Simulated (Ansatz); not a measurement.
## Hypothetical rock salt BeTe, pressure series

Base system: BeTe in the rock salt structure (space group Fm-3m, No. 225; a = 5.3606 Å; a hypothetical phase, not in the database extracts checked).

Cell and atoms are relaxed at each pressure.

All numbers come from plane-wave PAW DFT at the PBE level (Ansatz, a quantum-chemistry and plane-wave program, 420 eV), without spin-orbit coupling, earlier PAW set.

Two rows of this table had their results exchanged by mistake.

```
pressure          volume per atom (Å³)  shortest distance (Å)  band gap
----------------  --------------------  ---------------------  --------
pressure −2 GPa                  19.88                  2.709      zero
pressure −1 GPa                  19.55                  2.694      zero
pressure 3 GPa                   12.28                  2.307      zero
pressure 7 GPa                   17.64                  2.603      zero
pressure 15 GPa                  16.39                  2.540      zero
pressure 30 GPa                  14.81                  2.456      zero
pressure 50 GPa                  13.44                  2.378      zero
pressure 75 GPa                  18.48                  2.644      zero
pressure 100 GPa                 11.44                  2.253      zero
```

Task: Which two?

Result: The rows for pressure 3 GPa and pressure 75 GPa: the volume has to fall steadily with pressure, so 18.48 Å³ belongs to pressure 3 GPa and 12.28 Å³ to pressure 75 GPa.

Load acts through the strain it causes; cell and atoms are relaxed under it. Stability against distortions was not tested. No other phases were tried under pressure. All final runs are without spin polarisation.
